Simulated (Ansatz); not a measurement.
## Hypothetical fluorite TeO2: pressure series

Consider TeO2 in the fluorite structure (space group Fm-3m, No. 225; a = 5.385 Å; a hypothetical phase, not in the database extracts checked).

Cell and atoms are relaxed at each pressure.

Level of theory: Ansatz (a program for electronic structure), PBE, PAW, cutoff 420 eV, no spin-orbit coupling, earlier PAW set.

| P (GPa) | V (Å³/atom) |
|---|---|
| -2.00 | 13.182 |
| -1.00 | 13.097 |
| 1.80 | 12.874 |
| 4.20 | 12.698 |
| 9.00 | 12.381 |
| 18.00 | 11.882 |
| 30.00 | 11.346 |
| 45.00 | 10.811 |
| 60.00 | 10.376 |

Task: Fit a third-order Birch–Murnaghan equation of state.

Result: Least squares on P(V) = (3B₀/2)[(V₀/V)^(7/3) − (V₀/V)^(5/3)]·[1 + (3/4)(B₀′ − 4)((V₀/V)^(2/3) − 1)] gives V₀ = 13.01 Å³/atom, B₀ = 163 GPa and B₀′ = 4.3.

Load acts through the strain it causes; cell and atoms are relaxed under it. Stability against distortions was not tested. No other phases were tried under pressure.
